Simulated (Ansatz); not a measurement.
# What biaxial strain −2.00 %, plane normal [001], relaxed out of plane does to Be

Start from Be in the hcp (Mg type) structure (space group P6_3/mmc, No. 194; a = 2.2552 Å, c = 3.5580 Å; relaxed with 0.1 eV smearing). Axes: x lies along a and z along c of the hexagonal cell.

Now apply this change: compressive biaxial strain of 2.00 % in the plane normal to [001], as in epitaxy on a mismatched substrate; the out-of-plane cell vector and the atoms relax.

The values are results of Ansatz (a quantum-chemistry and plane-wave program) PBEsol, no spin-orbit coupling, not measurements. Γ-centred 29×29×16 mesh, Fermi–Dirac width 0.1 eV.

- Volume per atom: 7.53 Å³ (base 7.84 Å³)
- Space group: P6_3/mmc (No. 194) (base P6_3/mmc (No. 194))
- Shortest interatomic distance: 2.190 Å (base 2.205 Å)
- Pressure (mean of the normal stresses, compression positive): 5.1 GPa (base 0.0 GPa)
- Band gap: zero (base zero)
- Out-of-plane strain: +0.06 %
- Mean in-plane stress (compression positive): +7.7 GPa

Final structure (turned so that z lies along the plane normal):

```
CELL_PARAMETERS angstrom
      2.21005     0.00000     0.00000
      1.10502     1.91396     0.00000
      0.00000     0.00000     3.56018
ATOMIC_POSITIONS crystal
  Be 0.66667 0.66667 0.75000
  Be 0.33333 0.33333 0.25000
```

No phonon test of stability was made.
